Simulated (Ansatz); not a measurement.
System: GaCl₃ (within 0.1 Å of C2/m, No. 12; cell taken from a computed entry). Method: PBE0 (PAW; Ansatz, a first-principles code).

Numerical settings: plane-wave cutoff 460 eV, 4×4×4 k mesh, Fermi–Dirac smearing 0.01 eV, scalar-relativistic PAW data made under PBE.

Cell (relaxed with PBEsol):

```yaml
crystal:
  lattice:
    - [6.96531, 0.00179, 0.00275]
    - [3.48163, 6.05107, 0.01497]
    - [3.47926, 1.92652, 6.02024]
  atoms:
    - { symbol: Ga, position: [0.65723, 0.77292, 0.91264] }
    - { symbol: Ga, position: [0.34277, 0.22708, 0.08736] }
    - { symbol: Cl, position: [0.26526, 0.00002, 0.99998] }
    - { symbol: Cl, position: [0.73474, 0.99998, 0.00002] }
    - { symbol: Cl, position: [0.29922, 0.55923, 0.84224] }
    - { symbol: Cl, position: [0.70078, 0.44077, 0.15776] }
    - { symbol: Cl, position: [0.19136, 0.18624, 0.43103] }
    - { symbol: Cl, position: [0.80864, 0.81376, 0.56897] }
```

### Question
What does this level give for the band gap and smallest direct gap on the k points sampled?

### Answer

* **band gap**: 6.43 eV
* **smallest direct gap on the k points sampled**: 6.44 eV

Note: cell and atoms aren't relaxed at this level (pressure 0.3 GPa).

Spin–orbit coupling is not included.

Computed values are for the static lattice.

The result took very roughly 24 core-minutes.
